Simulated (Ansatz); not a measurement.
For GaN (model structure, started from the litharge type, P4/nmm, No. 129, 4 atoms in the cell), PBEsol (Ansatz, a quantum-chemistry and plane-wave program, PAW) gives:

```
Property              Result
-------------------  -------
lattice constant a   3.920 Å
lattice parameter c  4.024 Å
```

Task: What does PBE-D3(BJ) in Ansatz (PAW) give for the same quantities?

Result: 
- lattice constant a: 3.931 Å (grows by 0.3 %)
- lattice parameter c: 3.755 Å (shrinks by 6.7 %)

Changes are worked out from the printed values.

Unless a cell is named, each level is at its own relaxed cell (PBEsol 15.46, PBE-D3(BJ) 14.51 Å³/atom).

Ansatz's density-functional and Hartree–Fock values are scalar-relativistic unless marked +SOC, with PAW data made under PBE.

A model structure was made by putting elements into a prototype or built by hand; it is no filed structure, need not be a known phase, and can be a saddle point held by its symmetry.
